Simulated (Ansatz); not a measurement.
PbF2 (Pnma, No. 62) was calculated with r²SCAN+rVV10 in Ansatz (PAW).

Settings: plane-wave cutoff 500 eV, 6×10×6 k mesh (along the axes of the cell as run), Fermi–Dirac smearing 0.05 eV, scalar-relativistic PAW data made under PBE.

Computed at the level's own relaxed cell.

Problem. What does this level give for the volume per atom and band gap?

Solution. 
volume per atom: 15.55 Å³/atom
band gap: 4.64 eV (on the SCF k mesh)

Spin–orbit coupling is not included; with these elements it can move the gap by several tenths of an eV or more.

It cost around 15 core-minutes (rough) of CPU time.

Ansatz is a program for electronic structure.
